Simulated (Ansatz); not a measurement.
**The (111)B surface of zinc-blende ZnS, S-terminated, 2x2 S vacancy (bottom of the slab: 2 H on 4 bottom sites)**

Method: PBE (plane waves to 420 eV, PAW; Ansatz, a quantum-chemistry and plane-wave program).

Model: 33-atom slab, 11.8 Å thick at the start with caps and adatoms (thin: gaps and levels are the slab's own), 3x3x1 mesh, Fermi-Dirac 0.025 eV, dipole correction, 8 atoms held, the rest relaxed; held to the start's symmetry, so lower structures may exist; no spin, no spin-orbit, no U. It is one candidate, not shown to be the stable structure of the face.

```yaml
gap_of_the_slab_on_its_k_mesh: 2.13 eV
highest_filled_level_below_the_top_vacuum_level: 6.69 eV
energy_released_by_relaxation: 2.68 eV
cost: very roughly 12 core-minutes
```
